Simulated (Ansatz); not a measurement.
Functionals compared on the (310) surface of bcc Rb in its 1x1 cell, outermost plane spacing 1.79 Å in the ideal cut, in Ansatz (plane waves, PAW). The structure was relaxed with PBE; the other rows are single points on it, each with its references at the same level. Cutoff 420 eV (500 eV for r2SCAN).

Model: 7-atom slab, 10.8 Å thick at the start, 7x5x1 mesh, Fermi-Dirac 0.1 eV, dipole correction, all atoms relaxed; held to the part of the start's symmetry that mesh and held atoms allow; no spin, no spin-orbit, no U. These notes are the PBE run's.

| functional | surface energy (J/m²) | work function of the top face (eV) | rough cost of the single point |
|---|---|---|---|
| PBE | 0.09 | 2.17 | – |
| LDA | 0.11 | 2.32 | about 60 core-seconds (a rough figure) |
| PBEsol | 0.10 | 2.18 | very roughly 60 core-seconds |
| RPBE | ? | ? | roughly 60 core-seconds |
| r2SCAN | 0.10 | 2.12 | very roughly 2.3 core-minutes |

Problem. Some entries are withheld; supply them.

Solution. 
- RPBE, surface energy (J/m²): 0.07
- RPBE, work function of the top face (eV): 2.09

Ansatz is a quantum-chemistry and plane-wave program.
